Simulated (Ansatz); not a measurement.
## A constructed model of the (100) surface of fcc Pd, a pseudomorphic layer of Zn in the host's stacking (bottom of the slab: a bare face, its two planes held)

The numbers are results of PBE (plane waves to 420 eV, PAW; Ansatz, a quantum-chemistry and plane-wave program), not measurements.

Model: 7-atom slab, 11.7 Å thick at the start, 13x13x1 mesh, Fermi-Dirac 0.1 eV, dipole correction, 2 atoms held, the rest relaxed; symmetry of the start imposed; no spin, no spin-orbit, no U. It is one candidate, not shown to be the stable structure of the face.

```
Quantity                                                Result
-----------------------------  -------------------------------
work function of the top face                          3.79 eV
energy released by relaxation                          0.11 eV
cost                           around 2.6 core-minutes (rough)
```
